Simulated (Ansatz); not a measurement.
```xyz
7
Lattice="1.6780 0.9688 8.7034 -1.6780 0.9688 8.7034 0.0000 -1.9376 8.7034" Properties=species:S:1:pos:R:3 pbc="T T T"
Zn     0.0000     0.0000    20.3972
In     0.0000     0.0000    26.0296
Ga     0.0000     0.0000     5.5600
O      0.0000     0.0000    18.4006
O      0.0000     0.0000     7.5397
O      0.0000     0.0000    22.9498
O      0.0000     0.0000     3.5635
```

Relaxed-ion tensors in this frame from DFT at the PBE level (Ansatz, a quantum-chemistry and plane-wave program). Proper piezoelectric stress tensor e (C/m²):

```
 0.00   0.00   0.00   0.00   0.18  -0.22
-0.22   0.22   0.00   0.18   0.00   0.00
 0.27   0.27  -0.59   0.00   0.00   0.00
```

Stiffness C (GPa):

```
 232   122   111  -9.2   0.0   0.0
 122   232   111   9.2   0.0   0.0
 111   111   236   0.0   0.0   0.0
-9.2   9.2   0.0  59.9   0.0   0.0
 0.0   0.0   0.0   0.0  59.9  -9.2
 0.0   0.0   0.0   0.0  -9.2  54.8
```

The cell is a database entry relaxed within its symmetry; it need not be the phase found at ambient conditions. Spin-orbit coupling is not included.

Question: Obtain the piezoelectric strain tensor d.

Answer: d = e S with S = C⁻¹, in pC/N:

```
 0.0   0.0   0.0   0.0   2.5  -3.6
-1.8   1.8   0.0   2.5   0.0   0.0
 2.2   2.2  -4.6   0.0   0.0   0.0
```
Away from Γ the polar cell without biaxial strain shows no imaginary mode on a 2×2×2 mesh.
